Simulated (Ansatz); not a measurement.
The starting structures come from a database of crystals and need not be the phases stable at ambient conditions.

Tunnelling through a barrier is set by its complex band structure: the current falls as exp(−2κd) with the smallest κ.

Data:

```
InK2NaP2
1.0
    6.68227     0.00000     0.00000
   -3.34113     8.23252     0.00000
    0.00000     2.72063     6.11502
K Na In P
4 2 2 4
Direct
  0.93907   0.35462   0.82269
  0.06093   0.64538   0.17731
  0.58445   0.64538   0.67731
  0.41555   0.35462   0.32269
  0.00000   0.00000   0.25000
  0.00000   0.00000   0.75000
  0.50000   0.00000   0.75000
  0.50000   0.00000   0.25000
  0.18558   0.80156   0.59922
  0.81442   0.19844   0.40078
  0.38402   0.19844   0.90078
  0.61598   0.80156   0.09922
```

Space group of this cell: Ibam. The cell is taken as given; by r2SCAN its mean pressure is -0.9 GPa.

Transport runs along the normal of the first two printed cell vectors.

No gap correction and no spin-orbit coupling; mid-gap values are interpolated between computed energies.

**Question.** Give the band gap and the smallest decay constant κ at mid-gap that r2SCAN run with Ansatz (a first-principles code) yields.

**Answer.** Gap 1.49 eV on a 6×6×6 mesh; κ = 0.143 1/Å, at the zone centre.
